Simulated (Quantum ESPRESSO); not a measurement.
**Short convergence ladders for KMgH3 (Pm-3m, 5 atoms in the cell)**

```
CELL_PARAMETERS angstrom
      3.96816     0.00000     0.00000
      0.00000     3.96816     0.00000
      0.00000     0.00000     3.96816
ATOMIC_POSITIONS crystal
  K  0.00000 0.00000 0.00000
  Mg 0.50000 0.50000 0.50000
  H  0.50000 0.00000 0.50000
  H  0.00000 0.50000 0.50000
  H  0.50000 0.50000 0.00000
```

Base method: LDA (PZ), GBRV 1.5 ultrasoft (LDA) pseudopotentials (plane waves; Quantum ESPRESSO).

Base settings: ecutwfc = 40 Ry; ecutrho = 200 Ry; occupations = fixed; potentials = {K: k_lda_v1.4.uspp.F.UPF, Mg: mg_lda_v1.4.uspp.F.UPF, H: h_lda_v1.4.uspp.F.UPF}; K_POINTS = automatic 6 6 6 0 0 0; nbnd = 17; conv_thr = 1e-09 Ry; mixing_beta = 0.4.

The count of work is k-points × plane waves × bands × iterations; it is no time. 

**Zone-centre phonons against the cutoff**

In this ladder: ph.x.tr2_ph = 1e-14; ph.x.fildyn = dyn.G; ph.x.epsil = true; dynmat.x.fildyn = dyn.G; dynmat.x.asr = crystal. Moved along: ecutrho.

The mesh stays at the base's, so the ladder's end is converged at best in this setting alone.

Frequencies are those of the unrelaxed cell, without the LO-TO term of polar crystals.

Only quantities that move along the ladder and can be compared are tabulated.

| ecutwfc | highest zone-centre frequency (cm⁻¹) | lowest optical frequency (cm⁻¹) | largest Born charge (mean of the diagonal) (e) |
|---|---|---|---|
| 20 Ry | 1160.8 | 179.8 | 3.026 |
| 28 Ry | 1200.3 | 185.5 | 2.094 |
| 40 Ry | 1199.0 | 185.0 | 1.872 |
| 60 Ry | 1199.2 | 186.6 | 1.869 |

Coarsest ecutwfc that holds the lowest optical frequency within 5 cm⁻¹ of the last step, with all finer ones: 28 Ry; the step before is off by 6.8 cm⁻¹.

Coarsest ecutwfc that holds the highest zone-centre frequency within 2 cm⁻¹ of the last step, with all finer ones: 28 Ry; the step before is off by 38 cm⁻¹.

Coarsest ecutwfc that holds the largest Born charge (mean of the diagonal) within 0.01 e of the last step, with all finer ones: 40 Ry; the step before is off by 0.22 e.

**Zone-centre phonons against the SCF threshold**

In this ladder: ph.x.tr2_ph = 1e-14; ph.x.fildyn = dyn.G; ph.x.epsil = true; dynmat.x.fildyn = dyn.G; dynmat.x.asr = crystal.

The mesh stays at the base's, so the ladder's end is converged at best in this setting alone.

Frequencies are those of the unrelaxed cell, without the LO-TO term of polar crystals.

Only quantities that move along the ladder and can be compared are tabulated.

```tsv
conv_thr	highest zone-centre frequency (cm⁻¹)	lowest optical frequency (cm⁻¹)	largest Born charge (mean of the diagonal) (e)
7.3e-05 Ry	1192.3	109.8	1.883
7.3e-07 Ry	1199.2	183.5	1.873
7.3e-09 Ry	1198.9	184.5	1.872
7.3e-13 Ry	1199.0	184.9	1.872
```

Coarsest conv_thr that holds the lowest optical frequency within 2 cm⁻¹ of the last step, with all finer ones: 7.3e-07 Ry; the step before is off by 75 cm⁻¹.

Coarsest conv_thr that holds the highest zone-centre frequency within 5 cm⁻¹ of the last step, with all finer ones: 7.3e-07 Ry; the step before is off by 6.6 cm⁻¹.

Coarsest conv_thr that holds the largest Born charge (mean of the diagonal) within 0.005 e of the last step, with all finer ones: 7.3e-07 Ry; the step before is off by 0.010 e.

**The size of the supercell around a displaced atom**

On KMgH3 (Pm-3m, 5 atoms in the cell), and larger cells.

In this ladder: occupations = smearing; nbnd = default; smearing = fermi-dirac; degauss = 0.0036749 Ry.

Steps: 1 x 1 x 1 supercell, one Mg atom moved by 0.02 angstrom along z; 2 x 1 x 1 supercell, one Mg atom moved by 0.02 angstrom along z; and so on, with the mesh thinned in proportion.

Only quantities that move along the ladder and can be compared are tabulated.

| atoms | largest change of a force by the displacement (eV/Å) | count of work / last |
|---|---|---|
| 5 | 0.0967 | 0.24 |
| 10 | 0.0976 | 0.78 |
| 20 | 0.0985 | 1.0 |

Smallest size that holds the largest change of a force by the displacement within 0.001 eV/Å: not settled: the last two steps still differ by 0.0009 eV/Å, over half the tolerance, so the ladder does not show it.

On the base run: the starting cell comes from a database of computed structures (which also holds hypothetical and non-ambient phases and stackings), without a prior relaxation at this level. Its lattice was rescaled by up to half a per cent.
